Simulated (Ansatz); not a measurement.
Start from Ge (space group I4_1/amd, No. 141; a = 5.117 Å, c = 2.805 Å; a cell from a computed database, its experimental status unchecked; relaxed with 0.1 eV smearing). Axes: x, y, z lie along a, b, c of the conventional cell.

Level of theory: Kohn–Sham DFT with the PBEsol functional, run in Ansatz (an electronic-structure program) with PAW and 420 eV plane waves, no spin-orbit coupling.

Strains are applied to the cell and any free atomic positions relax; under biaxial strain the out-of-plane vector relaxes too; under stress the whole cell relaxes.

One change was made to it. Results:

| quantity | base | after |
|---|---|---|
| energy relative to the base (free energy F) | 0 meV/atom | +0.5 meV/atom |
| shortest interatomic distance | 2.653 Å | 2.648 Å |
| band gap | zero | zero |

Task: What was done to the base?
A) biaxial strain +4.86 %, plane normal [001], relaxed out of plane
B) tensor shear ε_xz = +2.08 %
C) tensor shear ε_yz = −0.69 %
D) strain tensor (xx, yy, zz, yz, xz, xy) = (−0.25, −2.32, +0.44, −0.66, +0.74, +0.37) %
E) uniaxial stress, 2 GPa compression along z

Result: C, tensor shear ε_yz = −0.69 %. For comparison, the energy relative to the base in the other runs: uniaxial stress, 2 GPa compression along z gives +1.9 meV/atom; tensor shear ε_xz = +2.08 % gives +4.3 meV/atom; biaxial strain +4.86 %, plane normal [001], relaxed out of plane gives +35 meV/atom; strain tensor (xx, yy, zz, yz, xz, xy) = (−0.25, −2.32, +0.44, −0.66, +0.74, +0.37) % gives +5.1 meV/atom.

A biaxial case was relaxed in a doubled cell and then solved in the primitive one. Stability under load was not tested beyond the relaxation. The base started in Imma and relaxed to I4_1/amd at this level. This is not the structure that Ge has at room temperature and ambient pressure.
